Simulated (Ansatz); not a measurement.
## ZnS: tensor shear ε_xy = +1.43 %

Consider ZnS in the zinc blende structure (space group F-43m, No. 216; a = 5.297 Å). Axes: x, y, z lie along the cube axes.

It is then changed as follows: tensor shear ε_xy = +1.43 % (engineering shear γ = 0.0286); the atoms relax in the strained cell.

The values are results of LDA in Ansatz (plane waves to 420 eV, PAW, no SOC), not measurements. Settings: 11×11×11 k-points, 0.05 eV Fermi–Dirac smearing.

The shortest interatomic distance falls by 0.005 Å, from 2.294 Å to 2.289 Å and the energy increases by 2.5 meV/atom. The band gap decreases by 0.10 eV, from 2.13 eV to 2.03 eV and the gap character is still direct at Γ. The valence-band top at Γ (three highest levels, from the VBM) changes from 0.00, 0.00, 0.00 eV to 0.00, -0.09, -0.16 eV and the valley order (the lowest conduction-band minima on the path, energy above the VBM, named in the base's zone) changes from Γ 2.13 eV; X along ⟨100⟩ 3.05 eV; L along ⟨111⟩ 3.20 eV to Γ 2.03 eV; X along [001] 2.90 eV; X along [010] 2.97 eV; L along [1-1-1] 3.00 eV. The largest internal atomic displacement comes out as 0.014 Å and the stress (xx, yy, zz, yz, xz, xy; compression positive) amounts to (0.00, 0.00, -0.01, 0.00, 0.00, -1.49) GPa.

No phonon test of stability was made. Labels are those of the standard path for the cell's own space group.

Ansatz is an electronic-structure program.
